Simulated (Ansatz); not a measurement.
Base system: GeSb2Te4 (space group R-3m, No. 166; a = 4.2480 Å, c = 40.1920 Å (hexagonal axes)). Axes: x lies along a and z along c of the hexagonal cell.

The values are results of PBE-D3(BJ) (Ansatz, a first-principles code), spin-orbit coupling left out, not measurements.

Modification: every lattice vector is stretched by 1.18 %, atoms relaxed at fixed cell.

Predict the stress tensor and what it implies for the stiffness.

Stress of the strained cell less that of the base (GPa, compression positive):
```
  -1.35    0.00    0.00
   0.00   -1.35    0.00
   0.00    0.00   -1.06
```

Then B = −ΔP/(ΔV/V₀) with ΔV/V₀ = 0.0358 gives secant stiffness values (nonlinear terms included at this strain): B (at held cell shape, above the free-shape value) ≈ 35 GPa.

As a check, the harmonic strain energy −½ V₀ Δσ:ε is 4.1 meV/atom; the computed energy rise is 4.5 meV/atom.

Stability against distortions was not tested. The program warned that a D3 coordination switch lies within reach, so dispersion energies are less smooth here.
